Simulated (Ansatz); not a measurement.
Band structure of PbS (Cmc2_1, 4 atoms in the cell).

```xyz
4
Lattice="2.0524 -3.5580 0.0000 2.0524 3.5580 0.0000 0.0000 0.0000 7.5433" Properties=species:S:1:pos:R:3 pbc="T T T"
Pb     2.0524     3.5507     3.6716
Pb     2.0524    -3.5507     7.4432
S      2.0524    -1.1894     5.2235
S      2.0524     1.1894     1.4519
```

Method of the run: PBEsol, PAW files made with PBE (plane waves; Ansatz, a first-principles code).

Settings: basis.ecutwfc = 420 eV; kpoints.mp_grid.grid = 5 5 3; hamiltonian.xc = pbesol; hamiltonian.pseudopotentials = {kind: paw} (the program's default PAW files); scf.occupations.method = fixed; kpoints.band_path.npoints = 8.

The starting cell comes from a database of computed structures (which also holds hypothetical and non-ambient phases and stackings), without a prior relaxation at this level. Its lattice was rescaled by a random factor within 2.5 % of one. Spin-orbit coupling is off.

Q: Predict the gap along the standard path and the places of the band edges.

A: The gap along the path is 0.38 eV, from X to Y; the smallest direct gap on it is 1.02 eV. Another conduction valley lies within 0.1 eV, so the order of the valleys is not sure.

Levels in eV from the top of the valence band on the path, bands 17 to 23:
| point | 17 | 18 | 19 | 20 | 21 | 22 | 23 |
|---|---|---|---|---|---|---|---|
| Γ | -1.84 | -1.50 | -1.50 | -0.19 | 0.96 | 3.44 | 3.44 |
| X | -3.71 | -3.17 | -3.16 | 0.00 | 2.77 | 2.77 | 3.19 |
| S | -2.95 | -1.84 | -1.51 | -0.90 | 0.39 | 2.40 | 2.74 |
| R | -2.48 | -2.48 | -2.41 | -2.41 | 2.32 | 2.32 | 3.24 |
| A | -2.18 | -2.18 | -1.91 | -1.91 | 0.93 | 0.93 | 3.83 |
| Z | -1.67 | -1.67 | -1.39 | -1.39 | 2.55 | 2.55 | 3.51 |
| Y | -2.95 | -1.84 | -1.51 | -0.89 | 0.38 | 2.41 | 2.75 |
| X1 | -3.71 | -3.17 | -3.16 | 0.00 | 2.77 | 2.77 | 3.19 |
| A1 | -2.18 | -2.18 | -1.91 | -1.91 | 0.93 | 0.93 | 3.83 |
| T | -2.48 | -2.48 | -2.41 | -2.41 | 2.32 | 2.32 | 3.25 |

Keys are those of Ansatz 0.2.
